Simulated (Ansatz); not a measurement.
## TiGe2: Ge → Ga

The parent structure is TiGe₂ (space group Fddd, No. 70; a = 4.994 Å, b = 8.524 Å, c = 8.731 Å).

Perturbation: Ga takes the place of Ge on all its sites; the structure is relaxed again.

Level of theory: PBEsol in Ansatz (plane waves to 420 eV, PAW, no spin-orbit coupling), earlier PAW set. Settings: 12×12×12 k-points, 0.05 eV Fermi–Dirac smearing.

```json
{
  "volume_per_atom": "15.84 Å³ (base 15.49 Å³)",
  "density": "6.55 g/cm³ (base 6.90 g/cm³)",
  "space_group": "Fddd (No. 70) (base Fddd (No. 70))",
  "shortest_interatomic_distance": "2.596 Å (base 2.609 Å)",
  "band_gap": "zero (base zero)"
}
```

Whether these cells are dynamically stable was not tested. As relaxed here, TiGa2 is a hypothetical phase, not in the database extracts checked. All final runs are without spin polarisation. TiGa2 has a high density of states at the Fermi level and may be magnetic at this level.

Ansatz is a quantum-chemistry and plane-wave program.
